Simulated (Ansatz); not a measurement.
Take Rh in the fcc (Cu type) structure (space group Fm-3m, No. 225; a = 3.8000 Å) as the base. Axes: x, y, z lie along the cube axes.

Method: r2SCAN (Ansatz, a quantum-chemistry and plane-wave program), no spin-orbit coupling.

Base values:

```
Property           Result
---------------  --------
Volume per atom  13.72 Å³
Pressure          0.0 GPa
```

Perturbation: biaxial strain −2.52 %, plane normal [001], relaxed out of plane (Cartesian); in-plane vectors clamped, the third vector and the atoms free.

### Question
Predict the new energy relative to the base.

### Answer
The energy grows by 28 meV/atom.

### Question
What happens to the volume per atom?

### Answer
The volume per atom drops by 0.384 Å³ (13.72 Å³ → 13.33 Å³).

### Question
What does the calculation give for the pressure after the change?

### Answer
The pressure (mean of the normal stresses, compression positive) goes from zero to 9.0 GPa.

Without a gap, meshes like the base's 21×21×21 leave anisotropic stresses uncertain by several tenths of a GPa, and small strain energies with them. No phonon test of stability was made. The final runs are not spin-polarised.
